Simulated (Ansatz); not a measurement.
Base system: BiAs in the zinc blende structure (space group F-43m, No. 216; a = 6.7042 Å; a hypothetical phase, not in the database extracts checked).

(Cell as relaxed with PBE.)

Levels (all Ansatz, a program for electronic structure, PAW): PBE (420 eV, no spin-orbit coupling); r2SCAN (500 eV, no spin-orbit coupling).

Each level relaxes its own structure.

```tsv
base	PBE	r2SCAN
volume per atom	37.67 Å³	36.81 Å³
lattice parameter a	6.704 Å	6.653 Å
band gap	zero	zero
```

Now apply this change: a hydrostatic pressure of 0.7 GPa.

| quantity | PBE | r2SCAN |
|---|---|---|
| shortest interatomic distance | 2.886 Å | ? |
| band gap | zero | ? |

**Question.** Predict the r2SCAN column.

**Answer.** 
- shortest interatomic distance, r2SCAN: 2.865 Å
- band gap, r2SCAN: zero

PBE's shortest interatomic distance lies 0.021 Å above r2SCAN's (0.7 %); the two agree on the band gap. Neither level is exact; r2SCAN is the comparison here, not a measurement.

Load acts through the strain it causes; cell and atoms are relaxed under it. Stability against distortions was not tested. All final runs are without spin polarisation.
